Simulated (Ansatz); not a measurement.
The starting structures come from a database of crystals and need not be the phases stable at ambient conditions.

 Where the default PAW files enter, the runs use the earlier of Ansatz's two default sets.

By PBEsol, the system below comes out a metal.

The ballistic (Sharvin) conductance counts the channels at the Fermi level: G/A = (e²/h) × channels of both spins per area.

Given:

```yaml
crystal:
  lattice:
    - [4.67875, 0.00000, 0.00000]
    - [-2.33937, 4.05191, 0.00000]
    - [0.00000, 0.00000, 6.58402]
  atoms:
    - { symbol: V, position: [0.00000, 0.50000, 0.00000] }
    - { symbol: V, position: [0.50000, 0.00000, 0.33333] }
    - { symbol: V, position: [0.50000, 0.50000, 0.66667] }
    - { symbol: Ge, position: [0.33212, 0.16606, 0.00000] }
    - { symbol: Ge, position: [0.16606, 0.33212, 0.33333] }
    - { symbol: Ge, position: [0.83394, 0.16606, 0.66667] }
    - { symbol: Ge, position: [0.66788, 0.83394, 0.00000] }
    - { symbol: Ge, position: [0.83394, 0.66788, 0.33333] }
    - { symbol: Ge, position: [0.16606, 0.83394, 0.66667] }
```

Space group of this cell: P6_222. The cell is strained (lengths across the current scaled by 0.98, ions clamped); by PBEsol its mean pressure is 3.6 GPa.

The current flows along the normal of the first two printed cell vectors, the (001) (indices of the unstrained crystal) plane of the conventional cell. No spin-orbit coupling; the value is a mean over 0.1 eV about the Fermi level.

Problem. Compute, with PBEsol (Ansatz, a program for electronic structure), the ballistic conductance per area.

Solution. 0.47 × 10¹⁵ S/m² for both spins.
